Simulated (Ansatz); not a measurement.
Functionals compared on a constructed model of the (111)B surface of 3C silicon carbide, C-terminated, (√3x√3)R30° Au adatom at T4 (bottom of the slab: 3 H on 3 bottom sites), in Ansatz (plane waves, PAW). The structure was relaxed with PBE; the other rows are single points on it. Cutoff 420 eV (500 eV for r2SCAN).

Model: 28-atom slab, 11.6 Å thick at the start with caps and adatoms (thin: gaps and levels are the slab's own), 6x6x1 mesh, Fermi-Dirac 0.025 eV, dipole correction, 6 atoms held, the rest relaxed; symmetry of the start imposed; no spin (no spin-polarised run to compare, though such a face may carry moments), no spin-orbit, no U. The slab shows no gap on its mesh. It is one candidate, not shown to be the stable structure of the face. These notes are the PBE run's.

| functional | work function of the top face (eV) | rough cost of the single point |
|---|---|---|
| PBE | 4.51 | – |
| r2SCAN | ? | roughly 2.2 core-minutes |

Task: What belongs in the gaps?

Result: 
- r2SCAN, work function of the top face (eV): 4.49

Ansatz is a quantum-chemistry and plane-wave program.
